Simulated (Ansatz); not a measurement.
**How the c axis length of Ge2Sb2Te5 (model structure, P3m1, No. 156, 9 atoms in the cell) moves with the method**

No measured value is used here.

```tsv
level (code)	value (Å)
LDA (Ansatz)	16.792
PBE (Ansatz)	17.711
PBEsol (Ansatz)	16.978
PBE-D3(BJ) (Ansatz)	…
r²SCAN (Ansatz)	18.005
r²SCAN+rVV10 (Ansatz)	…
```

Question: Fill in the missing entries.

Answer: 
- PBE-D3(BJ) (Ansatz, a first-principles code), value (Å): 17.317
- r²SCAN+rVV10 (Ansatz), value (Å): 17.547

PBE-D3(BJ): a distance lies near a switch of the dispersion term, which can move the cell. Cutoffs differ between the levels. Ansatz's density-functional and Hartree–Fock values are scalar-relativistic unless marked +SOC, with PAW data made under PBE.

A model structure was made by putting elements into a prototype or built by hand; it is no filed structure, need not be a known phase, and can be a saddle point held by its symmetry.
